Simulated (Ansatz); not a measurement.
Seebeck coefficient (μV/K, mean over directions) of p-type GaS (P6_3/mmc) against carrier density, PBEsol+D3BJ, rigid bands (Ansatz, a quantum-chemistry and plane-wave program). Computed gap 1.29 eV; densities at which minority carriers matter at this gap, or further valleys turn the trend, are left out. Conductivity mass 0.42 mₑ (harmonic mean over directions), N_v = 2.0e19 cm⁻³ at 300 K.

```tsv
hole density	300 K	500 K
1e16 cm⁻³	870	[?]
1e17 cm⁻³	672	[?]
1e18 cm⁻³	474	542
3e18 cm⁻³	380	448
1e19 cm⁻³	279	345
3e19 cm⁻³	192	254
1e20 cm⁻³	111	[?]
3e20 cm⁻³	59	94
1e21 cm⁻³	28	46
```

Q: What belongs in the gaps?

A: 
- 1e16 cm⁻³, 500 K: 939
- 1e17 cm⁻³, 500 K: 740
- 1e20 cm⁻³, 500 K: 162

Rigid bands with a gap fixed in temperature, one relaxation time for all states, no polarons or phonon drag, and whether or not such doping can be reached. Spin-orbit coupling is left out; where it splits the top of the valence band, N_v and the p-type Seebeck coefficient come out somewhat high without it. Geometry: cell and atoms relaxed with PBEsol+D3(BJ).

Formula and space group known from diffraction (Crystallography Open Database), not checked to be the room-temperature form: GaS (P6_3/mmc). PBEsol with a dispersion correction tends to overbind, so the cell can be several per cent short, in bad cases over ten, which usually narrows a gap: GaS (P6_3/mmc).
